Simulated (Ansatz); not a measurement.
The parent structure is ZnS (space group P4_2/mnm, No. 136; a = 6.518 Å, c = 3.808 Å; a hypothetical phase, not in the database extracts checked). Axes: x, y, z lie along a, b, c of the conventional cell.

One thing is altered: a pure shear with ε_xz = ε_zx = 0.0068; the atoms relax in the strained cell.

Levels (all Ansatz, an electronic-structure program, PAW): PBEsol (420 eV, without spin-orbit coupling); r2SCAN (500 eV, without spin-orbit coupling); HSE06 (420 eV, spin-orbit coupling left out).

One geometry, relaxed with PBEsol, under each level:

```tsv
level	band gap	lowest conduction level above the VBM at special points	pressure
PBEsol	2.22 eV	Γ 2.22 eV; C₂ 3.11 eV; Z 3.58 eV; B 3.58 eV	-0.01 GPa
r2SCAN	…	…	…
HSE06	3.58 eV	Γ 3.58 eV; C₂ 4.41 eV; Z 4.95 eV	–
```

Q: Give the withheld r2SCAN results.

A: 
- r2SCAN, band gap: 2.91 eV
- r2SCAN, lowest conduction level above the VBM at special points: Γ 2.91 eV; C₂ 3.66 eV; Z 4.18 eV; B 4.19 eV
- r2SCAN, pressure: 1.33 GPa

Single points use the geometry relaxed with PBEsol. Their cutoffs differ, which shifts pressures a little. Stability against distortions was not tested. k-point labels follow each cell's own Brillouin zone.
